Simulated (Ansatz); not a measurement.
Worked example: self-consistent single point of ZrSeS (P3m1, 3 atoms in the cell) in Ansatz (an electronic-structure program).

Level of theory: LDA (PW92), default PAW files made with PBE (plane waves; Ansatz).

```yaml
crystal:
  lattice:
    - [3.76127, 0.00000, 0.00000]
    - [-1.88064, 3.25736, 0.00000]
    - [0.00000, 0.00000, 6.25352]
  atoms:
    - { symbol: Zr, position: [0.00000, 0.00000, 0.02050] }
    - { symbol: Se, position: [0.66667, 0.33333, 0.75338] }
    - { symbol: S, position: [0.33333, 0.66667, 0.23411] }
```

Reference input (self-consistent single point, DFT, LDA (PW92), plane waves, default PAW files made with PBE): basis.ecutwfc = 420 eV; kpoints.mp_grid.grid = 8 8 4; hamiltonian.xc = lda; hamiltonian.pseudopotentials = {kind: paw} (the program's default PAW files); scf.occupations.method = fermi_dirac; scf.occupations.width = 0.02 eV. This run's input differs from it in these lines:

Ansatz 0.2 input:
```diff
@@ -13,3 +13,3 @@
 kpoints:
-  mp_grid: { grid: [8, 8, 4] }
+  mp_grid: { grid: [14, 14, 8] }
 hamiltonian:
```

Output, abridged:

```
SCF iter   1: F=—  HF=-10334.539770 eV  |F-HF|=—  |Δ(HF+E_count)|=         —  Δρ=5.89e-3  dr2=3.50e-2  ethr=1.77e-3  ⟨swp⟩=6.2  Hψ=15607  notcnv=0
all-band conjugate gradients solve this SCF's bands
preconditioner: auto → Resta (q_TF=auto, 2.383 Å⁻¹)
SCF iter   2: F=—  HF=-10334.533260 eV  |F-HF|=—  |Δ(HF+E_count)|=   6.51e-3  Δρ=2.80e-3  dr2=3.38e-3  ethr=1.03e-4  ⟨swp⟩=2.1  Hψ=5808  notcnv=0
   [... lines left out ...]
SCF iter   4: F=—  HF=-10334.532687 eV  |F-HF|=—  |Δ(HF+E_count)|=   5.92e-5  Δρ=1.94e-4  dr2=5.20e-5  ethr=1.96e-6  ⟨swp⟩=2.6  Hψ=5834  notcnv=0
SCF iter   5: F=—  HF=-10334.532686 eV  |F-HF|=—  |Δ(HF+E_count)|=   1.07e-6  Δρ=7.23e-5  dr2=7.82e-6  ethr=1.53e-7  ⟨swp⟩=2.0  Hψ=6214  notcnv=0
SCF iter   6: F=—  HF=-10334.532686 eV  |F-HF|=—  |Δ(HF+E_count)|=   1.30e-7  Δρ=2.57e-5  dr2=8.30e-7  ethr=2.30e-8  ⟨swp⟩=2.0  Hψ=6216  notcnv=0
SCF iter   7: F=-10334.532687 eV  HF=-10334.532687 eV  |F-HF|=1.14e-8  |Δ(HF+E_count)|=   2.61e-7  Δρ=7.03e-6  dr2=6.20e-8  ethr=2.94e-10  ⟨swp⟩=4.7  Hψ=12667  notcnv=0
SCF 1 converged in 7 iterations: F = -10334.532687 eV  dr2 = 6.20e-8
Free energy (F): -10334.532687 eV
Internal energy: -10334.532687 eV  (E = F + TS)
E sigma→0 (E₀):  -10334.532687 eV
Fermi energy:    7.389651 eV
--- Forces (eV/Å), atoms counted from 1 ---
  atom   1  Zr     0.00000000     0.00000000    -0.52296848
  atom   2  Se     0.00000000     0.00000000     0.65231845
  atom   3  S      0.00000000     0.00000000    -0.12936152
--- Stress (GPa, compression-positive) ---
       -5.477228       0.000000       0.000000
        0.000000      -5.477228       0.000000
        0.000000       0.000000      -4.123344
  P = ⅓ Tr σ = -5.0259 GPa (-50.259 kbar)
  The stress holds the Pulay correction. Without it, at fixed plane waves, as pw.x and ABINIT print it: P = -5.0478 GPa
```

The run converged in 7 iterations. Against the reference run the free energy goes down by 1.1 meV/atom, the pressure hardly changes (-5.00 to -5.03 GPa), the largest force hardly changes (0.659 to 0.652 eV/Å) and the gap on the mesh moves little (0.549 to 0.553 eV).

The starting cell comes from a database of computed structures (which also holds hypothetical and non-ambient phases and stackings), without a prior relaxation at this level. Its lattice was rescaled by up to half a per cent. One atom was moved a little off its site on purpose. With a pressure of about -5 GPa the cell is away from its equilibrium volume at this level. Ansatz's pressure includes its estimate of the finite-basis (Pulay) stress. Another mesh or the band path of this cell gives a smaller gap, so this value is not converged in the mesh.
